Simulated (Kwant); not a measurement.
Kwant, Hückel tight-binding model, one pz orbital an atom, one spin, coherent transport at 0 K. Conductance is in e²/h.

System: π system c1ccc2c(c1)-c1cccc3cccc-2c13 between two chain leads. The π system is taken as planar. Atoms are numbered from 0 in the order of the SMILES. Site energies (eV, carbon 0): [0.0, 0.0, 0.0, 0.0, 0.0, 0.0, 0.0, 0.0, 0.0, 0.0, 0.0, 0.0, 0.0, 0.0, 0.0, 0.0]. Bonds (i, j, β in eV): (0,1,-3) (1,2,-3) (2,3,-3) (3,4,-3) (4,5,-3) (4,6,-3) (6,7,-3) (7,8,-3) (8,9,-3) (9,10,-3) (10,11,-3) (11,12,-3) (12,13,-3) (13,14,-3) (14,15,-3) (5,0,-3) (15,6,-3) (14,3,-3) (15,10,-3). Leads: chains of hopping −4.5 eV, joined by −1.5 eV to atoms 2 and 12.

Site energies and bond integrals are typed Hückel values.

Sweep values stay those of the base run.

One input was changed, with this effect: transmission at E = 0 < 1e-12 → 0.0031.

Question: Which change was it?
(A) contacts moved from atoms [2, 12] to [0, 8]
(B) contacts moved from atoms [2, 12] to [0, 7]
(C) contacts moved from atoms [2, 12] to [0, 5]
(D) contacts moved from atoms [2, 12] to [2, 5]
(E) contacts moved from atoms [2, 12] to [0, 1]
(F) contacts moved from atoms [2, 12] to [8, 12]

Answer: B, contacts moved from atoms [2, 12] to [0, 7]
